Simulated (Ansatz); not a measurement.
A self-consistent single point of OsC (P6/mmm, 6 atoms in the cell) with Ansatz (a first-principles code).

Computed with PBE (plane waves, PAW; Ansatz).

```xyz
6
Lattice="5.3087 0.0000 0.0000 -2.6544 4.5975 0.0000 0.0000 0.0000 4.2837" Properties=species:S:1:pos:R:3 pbc="T T T"
Os     2.6544     0.0000     0.0000
Os     1.3272     2.2987     0.0000
Os    -1.3272     2.2987     0.0000
C      0.0000     0.0000     0.0000
C      0.0000     3.0650     2.1418
C      2.6544     1.5325     2.1418
```

Reference input (self-consistent single point, DFT, PBE, plane waves, default PAW files): kpoints.mp_grid.grid = 6 6 6; hamiltonian.xc = pbe; hamiltonian.pseudopotentials = {kind: paw} (the program's default PAW files); scf.occupations.method = gaussian; scf.occupations.width = 0.05 eV. This run's input differs from it in these lines:

Ansatz 0.2 input:
```diff
@@ -15,3 +15,3 @@
   mp_grid:
-    grid: [6, 6, 6]
+    grid: [7, 7, 7]
 hamiltonian:
```

Output, abridged:

```
SCF iter   1: F=—  HF=-34887.697492 eV  |F-HF|=—  |Δ(HF+E_count)|=         —  Δρ=8.24e-3  dr2=7.69e-2  ethr=1.77e-3  ⟨swp⟩=5.7  Hψ=4196  notcnv=0
all-band conjugate gradients solve this SCF's bands
preconditioner: auto → LDOS
SCF iter   2: F=—  HF=-34887.695086 eV  |F-HF|=—  |Δ(HF+E_count)|=   2.41e-3  Δρ=4.64e-3  dr2=1.72e-2  ethr=1.28e-4  ⟨swp⟩=2.2  Hψ=2115  notcnv=0  defer=18
   [... lines left out ...]
SCF iter   4: F=—  HF=-34887.691762 eV  |F-HF|=—  |Δ(HF+E_count)|=   6.26e-4  Δρ=5.96e-4  dr2=3.40e-4  ethr=5.85e-6  ⟨swp⟩=1.2  Hψ=1139  notcnv=0  defer=18
SCF iter   5: F=—  HF=-34887.691729 eV  |F-HF|=—  |Δ(HF+E_count)|=   3.29e-5  Δρ=1.36e-4  dr2=1.85e-5  ethr=5.66e-7  ⟨swp⟩=2.4  Hψ=1597  notcnv=0  defer=18
SCF iter   6: F=—  HF=-34887.691707 eV  |F-HF|=—  |Δ(HF+E_count)|=   2.19e-5  Δρ=2.32e-5  dr2=7.98e-7  ethr=3.08e-8  ⟨swp⟩=2.4  Hψ=1609  notcnv=0  defer=18
SCF iter   7: F=-34887.691707 eV  HF=-34887.691707 eV  |F-HF|=1.72e-9  |Δ(HF+E_count)|=   1.24e-8  Δρ=5.46e-6  dr2=1.91e-8  ethr=1.67e-10  ⟨swp⟩=7.8  Hψ=4639  notcnv=0
SCF 1 converged in 7 iterations: F = -34887.691707 eV  dr2 = 1.91e-8
Free energy (F): -34887.691707 eV
Internal energy: -34887.677906 eV  (E = F + TS)
E sigma→0 (E₀):  -34887.684806 eV
Entropy (-TS):   -0.013801 eV (-2.300 meV/atom)
Fermi energy:    10.579278 eV
--- Forces (eV/Å), atoms counted from 1 ---
  atom   1  Os     0.00000000     0.00000000     0.00000000
   [... zero for the other atoms too ...]
--- Stress (GPa, compression-positive) ---
      -28.640040      -0.000000       0.000000
       -0.000000     -28.640040       0.000000
        0.000000       0.000000     -42.175213
  P = ⅓ Tr σ = -33.1518 GPa (-331.518 kbar)
  The stress holds the Pulay correction. Without it, at fixed plane waves, as pw.x and ABINIT print it: P = -33.2992 GPa
```

The run converged in 7 iterations. Against the reference run the free energy rises by 1.5 meV/atom and the pressure goes from -33.49 to -33.15 GPa.

The starting cell was generated: these elements placed on a structure prototype, without a prior relaxation; it need not be a known phase or ordering of this composition. Spin-orbit coupling is off. Spin polarisation is off. With a pressure of about -33 GPa the cell is away from its equilibrium volume at this level. Ansatz's pressure includes its estimate of the finite-basis (Pulay) stress.
